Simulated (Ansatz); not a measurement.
Results of r²SCAN (plane waves, PAW; Ansatz, a quantum-chemistry and plane-wave program) for NiAs-type NiSb.

Numerical settings: plane-wave cutoff 560 eV, 18×18×12 k mesh (along the axes of the cell as run), Fermi–Dirac smearing 0.05 eV, no spin polarisation, scalar-relativistic PAW data made under PBE.

A third-order Birch–Murnaghan fit to the energies gives V0 = 17.129 Å³/atom, B0 = 124 GPa, B′ = 4.9.

```
V (Å³/atom)  P (GPa)
-----------  -------
16.443             ?
16.786          2.64
17.129          0.00
17.471         -2.34
17.814             ?
```

**Question.** Estimate the withheld pressures from this fit; the answers are the runs' own values.

**Answer.** 
- 16.443, P (GPa): 5.60
- 17.814, P (GPa): -4.42

The formula P = (3/2) B0 (x^(7/3) − x^(5/3)) [1 + (3/4)(B′ − 4)(x^(2/3) − 1)] with x = V0/V meets the computed pressures within 0.01 GPa when these rounded values are put in.

Shape and atoms are relaxed at each volume.

Note: the bulk modulus comes from volumes at which shape and atoms were relaxed.

Spin–orbit coupling is not included.

The computed numbers hold no vibrational or temperature effects.

It cost roughly 19 core-minutes of CPU time.
